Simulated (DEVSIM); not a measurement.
Device: abrupt Si p-n junction, at 300 K.

Layer 1 from the left is Si, thickness (μm) 38.0, Na (cm⁻³) 1.5e15, τn (s) 1e-6, τp (s) 1e-6. Layer 2 from the left is Si, thickness (μm) 3.90, Nd (cm⁻³) 6.2e15, τn (s) 1e-6, τp (s) 1e-6.

Left contact: ohmic. Right contact: ohmic. Voltage is applied to the left contact. Recombination: SRH at mid-gap, radiative, Auger. Mobility is μmin + (μ − μmin)/(1 + (N/Nref)^α).

The device is made up for the run: typed textbook-type constants, with dimensions and the other settings drawn at random. Values at 300 K.

Si: gap (eV) 1.124, affinity (eV) 4.05, permittivity 11.7, Nc (cm⁻³) 2.86e19, Nv (cm⁻³) 3.1e19, μn (cm²/Vs) 1417, μp (cm²/Vs) 470, μn,min 52, μp,min 45, Nref,n 9.7e16, Nref,p 2.2e17, αn 0.68, αp 0.72, B (cm³/s) 4.7e-15, Cn (cm⁶/s) 2.8e-31, Cp (cm⁶/s) 9.9e-32.

Model (solved in DEVSIM): 1D drift-diffusion, Boltzmann statistics, complete ionisation; no tunnelling, impact ionisation, image-force lowering or self-heating.

Task: What does the simulation give for the dark forward voltage at 1 A/cm², the largest field in the device at zero bias?

Result: dark forward voltage at 1 A/cm² 0.589 V; largest field in the device at zero bias 15000 V/cm.
